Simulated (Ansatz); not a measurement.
**V3Si, response to strain**

Consider V3Si in the A15 (Cr3Si type) structure (space group Pm-3n, No. 223; a = 4.650 Å). Axes: x, y, z lie along the cube axes.

Strains are applied to the cell and any free atomic positions relax; under biaxial strain the out-of-plane vector relaxes too.

Calculations: PBEsol, PAW, 420 eV (Ansatz, a quantum-chemistry and plane-wave program; no spin-orbit coupling), earlier PAW set.

Candidates:
(a) strain tensor (xx, yy, zz, yz, xz, xy) = (+2.14, +1.85, +2.52, +1.62, +1.17, +0.14) %
(b) biaxial strain +2.35 %, plane normal [001], relaxed out of plane
(c) isotropic strain −5.29 %
(d) isotropic strain −1.50 %
(e) uniaxial strain ε_xx = +0.71 %

Notes on the quantities. energy relative to the base: free energy F.

### Question
Order them by energy relative to the base, lowest first.

### Answer
(e) uniaxial strain ε_xx = +0.71 % (+0.4 meV/atom), (b) biaxial strain +2.35 %, plane normal [001], relaxed out of plane (+12 meV/atom), (d) isotropic strain −1.50 % (+17 meV/atom), (a) strain tensor (xx, yy, zz, yz, xz, xy) = (+2.14, +1.85, +2.52, +1.62, +1.17, +0.14) % (+36 meV/atom), (c) isotropic strain −5.29 % (+0.241 eV/atom)

Without a gap, meshes like the base's 10×10×10 leave anisotropic stresses uncertain by several tenths of a GPa, and small strain energies with them. No phonon test of stability was made. Starting moments died away, wholly or in part, for the base; another magnetic solution may exist. All final runs are without spin polarisation.
